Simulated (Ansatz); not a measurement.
## C (model structure, started from the beta-W type, Pm-3n, No. 223, 8 atoms in the cell)

These are r²SCAN+rVV10 in Ansatz (PAW) values and carry that method's errors.

Run with plane-wave cutoff 560 eV, 14×14×14 k mesh, Fermi–Dirac smearing 0.05 eV, scalar-relativistic PAW data made under PBE.

Cell (relaxed at this level):

```cif
data_C8
_chemical_formula_sum 'C8'
_space_group_name_H-M_alt 'Pm-3n'
_space_group_IT_number 223
_space_group_name_Hall '-P 4n 2 3'
_cell_length_a 3.89265
_cell_length_b 3.89265
_cell_length_c 3.89265
_cell_angle_alpha 90.000
_cell_angle_beta 90.000
_cell_angle_gamma 90.000
loop_
_atom_site_label
_atom_site_type_symbol
_atom_site_symmetry_multiplicity
_atom_site_Wyckoff_symbol
_atom_site_fract_x
_atom_site_fract_y
_atom_site_fract_z
_atom_site_occupancy
C1 C 6 c 0.00000 0.50000 0.25000 1
C2 C 2 a 0.00000 0.00000 0.00000 1
```

```
Item              Value
--------  -------------
band gap  zero (no gap)
```

Note: the relaxation could raise the start's symmetry but not lower it, so the cell can be a saddle point.

Static lattice: no zero-point or thermal effects.

A model structure was made by putting elements into a prototype or built by hand; it is no filed structure, need not be a known phase, and can be a saddle point held by its symmetry.

Ansatz is an electronic-structure program.
